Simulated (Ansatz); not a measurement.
Cu on the Ru site in hcp Ru (start: the Ru site; 48-site cell, 4×4×4 shifted sampling), host crystal and elements as references (Δμ(Ru) = 0.00 eV, Δμ(Cu) = 0.00 eV; Cu taken from its element, since no compound that bounds it was computed at this level; only phases computed here count, gases as isolated molecules at 0 K). The numbers are results of PBE, PAW (plane waves to 420 eV; Ansatz, a quantum-chemistry and plane-wave program), not measurements. In charge state 0 (not spin-polarised) the formation energy is 0.89 eV. The crystal has 7.26 × 10^22 Ru sites per cm³.

Question: Estimate the equilibrium concentration at 1100 K in the dilute limit, leaving out vibrational entropy and degeneracy.

Answer: kT = 0.0948 eV; c = N exp(−E_f / kT) = 7.26 × 10^22 × exp(−9.4) ≈ 6 × 10^18 cm^-3. An error of 0.2 eV in E_f moves this by a factor of 8.
